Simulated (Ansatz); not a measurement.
Candidates (primitive cells; geometry: relaxed with this functional, without spin-orbit coupling):
A. PtBi (P6_3/mmc), a = b = 4.363 Å, c = 5.483 Å, α = β = 90.00°, γ = 120.00°
B. LaIn$_{3}$ (Pm-3m), a = 4.7098 Å, b = 4.7098 Å, c = 4.7098 Å, α = 90.00°, β = 90.00°, γ = 90.00°
C. YSe (Fm-3m), a = 4.0233 Å, b = 4.0233 Å, c = 4.0233 Å, α = 60.00°, β = 60.00°, γ = 60.00°
D. Ru (P6_3/mmc), a = 2.6920 Å, b = 2.6920 Å, c = 4.2459 Å, α = 90.00°, β = 90.00°, γ = 120.00°

Task: Order them by resistivity at 300 K (lowest first) at the level Ansatz (a first-principles code) with PBEsol, DFPT electron-phonon coupling, linearised Boltzmann equation.

Result: D (6.2 μΩ·cm), A (11.4 μΩ·cm), B (15.8 μΩ·cm), C (30 μΩ·cm)

Metals; harmonic phonons alone scatter; means over directions. Halving the electron mesh moves these values by up to 6 %; q meshes are mostly untested. Spin-orbit coupling is left out.

Formula and space group known from diffraction (Crystallography Open Database), not checked to be the room-temperature form: PtBi (P6_3/mmc), YSe (Fm-3m). The missing spin-orbit coupling matters most for PtBi (P6_3/mmc).
